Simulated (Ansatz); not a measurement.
Consider CuI in the zinc blende structure (space group F-43m, No. 216).

Space group F-43m (No. 216); a = b = c = 6.0230 Å, α = β = γ = 90.00°

| atom | site | symmetry | x | y | z |
|---|---|---|---|---|---|
| I | 4c | -43m | 0.2500 | 0.2500 | 0.2500 |
| Cu | 4a | -43m | 0.0000 | 0.0000 | 0.0000 |
(The calculation used a cell of 2 atoms; values per cell refer to that cell.)

Level of theory: plane-wave PAW DFT at the r2SCAN level (Ansatz, a program for electronic structure, 500 eV), no spin-orbit coupling.

One change was made to it. Results:

```
quantity        base       after
--------  ----------  ----------
density   5.79 g/cm³  4.12 g/cm³
band gap     1.67 eV        zero
```

Question: Which change produced these results?
A) Cu → Te
B) Cu → B
C) I → Sb

Answer: A, Cu → Te. For comparison, the density in the other runs: Cu → B gives 3.52 g/cm³; I → Sb gives 6.30 g/cm³.

With I present, leaving out spin-orbit coupling can change the band edges. Whether these cells are dynamically stable was not tested. As relaxed here, TeI, BI and CuSb are hypothetical phases, not in the database extracts checked. The final runs are not spin-polarised. An odd electron count without spin: TeI.
